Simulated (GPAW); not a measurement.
GPAW 25.7.0, DFT, PBE, plane waves, PAW datasets of gpaw-data 1.0.1: Cu3N (from the phase in space group 221, mp-1933), 4 atoms, spin-polarised from a ferromagnetic start (1 μB on Cu), ending non-magnetic. Basis and mesh were picked for this test and aren't claimed converged.

```
Quantity                                                              Result
-------------------------------------------  -------------------------------
cell                                         3.81, 3.81, 3.81 Å; 90, 90, 90°
task                                                                     scf
mode.name                                                                 pw
mode.ecut                                                             500 eV
xc                                                                       PBE
k mesh                                                                 6×6×6
kpts.gamma                                                              true
occupations.name                                                 fermi-dirac
occupations.width                                                    0.02 eV
convergence.density (electrons an electron)                            1e-05
maxiter                                                                  150
parallel.kpt                                                               2
parallel.band                                                              1
parallel.domain                                                            1
parallel.sl_auto                                                       false
parallel.augment_grids                                                  true
eigensolver.name                                               dav (default)
eigensolver.niter                                                2 (default)
convergence.eigenstates (eV² an electron)                    4e-08 (default)
convergence.energy (eV an electron)                         0.0005 (default)
k-points after symmetry (for each spin)                                   20
bands                                                                     29
electrons                                                                 38
plane waves                                                             1434
coarse grid                                                         20*20*20
symmetry operations                                                       48
```

One run each.

All on 2 ranks. Base settings, kept where nothing else is said: mixer.beta = 0.05 (default), mixer.nmaxold = 5 (default), mixer.weight = 50 (default), mixer.method = difference (default), mixer.backend = pulay (default). The settings tried:
- mixer.beta = 0.1
- mixer.backend = fft
- mixer.beta = 0.2, mixer.backend = broyden
- mixer.method = sum
- mixer.beta = 0.3, mixer.nmaxold = 3, mixer.weight = 1
- mixer.beta = 0.1, mixer.nmaxold = 10
- mixer.backend = broyden
- the base settings
- mixer.method = separate
- mixer.beta = 0.2, mixer.nmaxold = 8, mixer.weight = 10
- mixer.beta = 0.1, mixer.nmaxold = 3, mixer.weight = 1
- mixer.nmaxold = 16, mixer.weight = 100
- mixer.beta = 0.4, mixer.nmaxold = 8, mixer.weight = 1

Which settings need the fewest SCF iterations, which the most, and do any fail to converge?

Fewest SCF iterations, with those close behind: mixer.beta = 0.4, mixer.nmaxold = 8, mixer.weight = 1 (11); mixer.beta = 0.3, mixer.nmaxold = 3, mixer.weight = 1 (12); mixer.beta = 0.2, mixer.nmaxold = 8, mixer.weight = 10 (13); mixer.beta = 0.2, mixer.backend = broyden (14). Most among those that reach the base run's result: mixer.backend = broyden (39). No convergence: mixer.method = separate (not converged within maxiter = 150).

```json
[
 {"setting": "mixer.beta = 0.4, mixer.nmaxold = 8, mixer.weight = 1", "SCF iterations": "11", "end": "converged"},
 {"setting": "mixer.beta = 0.3, mixer.nmaxold = 3, mixer.weight = 1", "SCF iterations": "12", "end": "converged"},
 {"setting": "mixer.beta = 0.2, mixer.nmaxold = 8, mixer.weight = 10", "SCF iterations": "13", "end": "converged"},
 {"setting": "mixer.beta = 0.2, mixer.backend = broyden", "SCF iterations": "14", "end": "converged"},
 {"setting": "mixer.beta = 0.1, mixer.nmaxold = 10", "SCF iterations": "15", "end": "converged"},
 {"setting": "mixer.beta = 0.1", "SCF iterations": "15", "end": "converged"},
 {"setting": "the base settings", "SCF iterations": "18", "end": "converged"},
 {"setting": "mixer.beta = 0.1, mixer.nmaxold = 3, mixer.weight = 1", "SCF iterations": "18", "end": "converged"},
 {"setting": "mixer.method = sum", "SCF iterations": "23", "end": "converged"},
 {"setting": "mixer.nmaxold = 16, mixer.weight = 100", "SCF iterations": "28", "end": "converged"},
 {"setting": "mixer.backend = fft", "SCF iterations": "29", "end": "converged"},
 {"setting": "mixer.backend = broyden", "SCF iterations": "39", "end": "converged"},
 {"setting": "mixer.method = separate", "SCF iterations": "150", "end": "not converged"}
]
```
